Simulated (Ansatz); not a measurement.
**Effect of pressure 5 GPa on SiC**

The reference is SiC in the zinc blende structure (space group F-43m, No. 216; a = 4.356 Å).

One thing is altered: a hydrostatic pressure of 5 GPa.

Computed with r2SCAN (Ansatz, a program for electronic structure, PAW, no spin-orbit coupling). Γ-centred 13×13×13 mesh, Fermi–Dirac width 0.05 eV.

The volume per atom drops by 0.216 Å³ (10.33 Å³ → 10.12 Å³) and the lattice parameter a decreases by 0.0306 Å, from 4.356 Å to 4.326 Å. The shortest interatomic distance shrinks by 0.013 Å, from 1.886 Å to 1.873 Å and the enthalpy H = E + PV relative to the base's energy amounts to +0.32 eV/atom. The band gap falls by 0.01 eV, from 1.71 eV to 1.70 eV and the gap character is still indirect, Γ → X. The smallest direct gap grows by 0.027 eV, from 5.05 eV to 5.07 eV and the mean gap deformation potential ΔEg/Δln V comes out as +0.7 eV. The width of the top valence band rises by 0.08 eV to 4.89 eV and the electron mass becomes 0.63 mₑ along k, 0.22 mₑ across (at X) (base: 0.64 mₑ along k, 0.23 mₑ across (at X)). The hole mass (degenerate bands, along [100]) becomes 0.36, 0.57, 0.57 mₑ (at Γ) (base: 0.35, 0.57, 0.57 mₑ (at Γ)).

Final structure:

```xyz
2
Lattice="0.0000 2.1629 2.1629 2.1629 0.0000 2.1629 2.1629 2.1629 0.0000" Properties=species:S:1:pos:R:3 pbc="T T T"
C      1.0814     1.0814     1.0814
Si     0.0000     0.0000     0.0000
```

Load acts through the strain it causes; cell and atoms are relaxed under it. Masses are band curvatures over ±0.01 Å⁻¹ around the edge. Along k means along the line from Γ to the band edge. No phonon test of stability was made. Competing high-pressure phases were not computed.
